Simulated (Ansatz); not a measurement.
The reference is Au in the fcc (Cu type) structure (space group Fm-3m, No. 225; a = 4.048 Å; relaxed with 0.1 eV smearing). Axes: x, y, z lie along the cube axes.

The values are results of Ansatz (a quantum-chemistry and plane-wave program), LDA, PAW, cutoff 420 eV, no SOC, not measurements.

Base values:

- Shortest interatomic distance = 2.862 Å

Now apply this change: tensor shear ε_xy = +1.14 % (engineering shear γ = 0.0228); the atoms relax in the strained cell.

Problem. Predict the new stress.

Solution. The stress (xx, yy, zz, yz, xz, xy; compression positive) comes out as (0.1, 0.1, 0.0, 0.0, 0.0, -0.9) GPa.

Problem. What happens to the energy relative to the base?

Solution. The energy grows by 1.1 meV/atom.

Problem. How does this affect the shortest interatomic distance?

Solution. The shortest interatomic distance shrinks by 0.0326 Å to 2.830 Å.

No phonon test of stability was made.
